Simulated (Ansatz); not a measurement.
Results of G0W0@PBEsol+SOC (hard PAW, contour deformation, complete-basis limit, spin–orbit shift from PBEsol; Ansatz, a program for electronic structure) for RbGeN (model structure, started from the NaSnP type, P6₃mc, No. 186, 6 atoms in the cell).

Numerical settings: largest k mesh 9×9×2 (not extrapolated in the mesh).

Cell (relaxed with PBEsol):

Space group P6₃mc (No. 186); a = b = 3.2120 Å, c = 12.0412 Å, α = β = 90.00°, γ = 120.00°

```
atom  site  symmetry       x       y       z
----  ----  --------  ------  ------  ------
Rb      2b       3m.  0.3333  0.6667  0.2718
Ge      2a       3m.  0.0000  0.0000  0.0220
N       2b       3m.  0.6667  0.3333  0.0970
```

Task: Predict the band gap.

Result: 
- band gap = 2.10 eV

Note: filled d or f shells below the valence bands can shift G0W0 gaps through exchange with them, which wasn't tested here; spin–orbit coupling enters as the shift of the gap found with a semilocal functional; the relaxation could raise the start's symmetry but not lower it, so the cell can be a saddle point.

Computed values are for the static lattice.

A model structure was made by putting elements into a prototype or built by hand; it is no filed structure, need not be a known phase, and can be a saddle point held by its symmetry.
